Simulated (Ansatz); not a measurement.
Ansatz (a quantum-chemistry and plane-wave program) run on ZnW3 (I4/mmm, 4 atoms in the cell): self-consistent single point.

Method: PBE (plane waves, PAW; Ansatz).

```
ZnW3
1.0
   -1.93076     1.93076     4.30066
    1.93076    -1.93076     4.30066
    1.93076     1.93076    -4.30066
W Zn
3 1
Direct
  0.50000   0.50000   0.00000
  0.75000   0.25000   0.50000
  0.25000   0.75000   0.50000
  0.00000   0.00000   0.00000
```

Reference input (self-consistent single point, DFT, PBE, plane waves, default PAW files): basis.ecutwfc = 420 eV; kpoints.mp_grid.grid = 8 8 8; hamiltonian.xc = pbe; hamiltonian.pseudopotentials = {kind: paw} (the program's default PAW files); scf.occupations.method = cold; scf.occupations.width = 0.2 eV. This run's input differs from it in these lines:

Ansatz 0.2 input:
```diff
@@ -18,3 +18,3 @@
 scf:
-  occupations: { method: cold, width: 0.2 }
+  occupations: { method: cold, width: 0.8 }
 output:
```

Output, abridged:

```
SCF iter   1: F=—  HF=-34471.863945 eV  |F-HF|=—  |Δ(HF+E_count)|=         —  Δρ=4.31e-3  dr2=8.12e-3  ethr=1.77e-3  ⟨swp⟩=5.0  Hψ=7875  notcnv=0
all-band conjugate gradients solve this SCF's bands
preconditioner: auto → Kerker (q_TF=auto, 2.651 Å⁻¹)
SCF iter   2: F=—  HF=-34471.862725 eV  |F-HF|=—  |Δ(HF+E_count)|=   1.22e-3  S|Δr|=    0.00e0  Δρ=2.48e-3  dr2=2.78e-3  ethr=1.50e-5  ⟨swp⟩=1.0  Hψ=2478  notcnv=0
SCF iter   3: F=—  HF=-34471.862235 eV  |F-HF|=—  |Δ(HF+E_count)|=   4.90e-4  S|Δr|=    0.00e0  Δρ=3.10e-4  dr2=4.45e-5  ethr=5.15e-6  ⟨swp⟩=2.2  Hψ=2790  notcnv=0
SCF iter   4: F=—  HF=-34471.862233 eV  |F-HF|=—  |Δ(HF+E_count)|=   2.06e-6  S|Δr|=    0.00e0  Δρ=1.65e-4  dr2=9.99e-6  ethr=8.24e-8  ⟨swp⟩=2.1  Hψ=2913  notcnv=0
SCF iter   5: F=—  HF=-34471.862228 eV  |F-HF|=—  |Δ(HF+E_count)|=   5.15e-6  S|Δr|=    0.00e0  Δρ=3.53e-5  dr2=8.55e-7  ethr=1.85e-8  ⟨swp⟩=2.0  Hψ=2718  notcnv=0
SCF iter   6: F=-34471.862227 eV  HF=-34471.862227 eV  |F-HF|=4.18e-8  |Δ(HF+E_count)|=   1.98e-7  S|Δr|=    0.00e0  Δρ=1.25e-5  dr2=9.70e-8  ethr=1.85e-10  ⟨swp⟩=6.1  Hψ=8201  notcnv=0
SCF 1 converged in 6 iterations: F = -34471.862227 eV  dr2 = 9.70e-8
Stability not checked (fill_not_monotonic)
Free energy (F): -34471.862227 eV
Internal energy: -34472.040305 eV  (E = F + TS)
E sigma→0 (E₀):  -34471.921587 eV
Entropy (-TS):   0.178078 eV (44.519 meV/atom)
Fermi energy:    19.017903 eV
--- Forces (eV/Å), atoms counted from 1 ---
  atom   1  W      0.00000000     0.00000000     0.00000000
   [... zero for the other atoms too ...]
--- Stress (GPa, compression-positive) ---
       -4.696053       0.000000       0.000000
        0.000000      -4.696053      -0.000000
        0.000000       0.000000      -8.328650
  P = ⅓ Tr σ = -5.9069 GPa (-59.069 kbar)
  The stress holds the Pulay correction. Without it, at fixed plane waves, as pw.x and ABINIT print it: P = -5.9859 GPa
```

The run converged in 6 iterations. Against the reference run the free energy goes up by 26.2 meV/atom and the pressure goes from -5.71 to -5.91 GPa.

The starting cell was generated: these elements placed on a structure prototype, without a prior relaxation; it need not be a known phase or ordering of this composition. Spin polarisation is off. With a pressure of about -6 GPa the cell is away from its equilibrium volume at this level. Ansatz's pressure includes its estimate of the finite-basis (Pulay) stress.
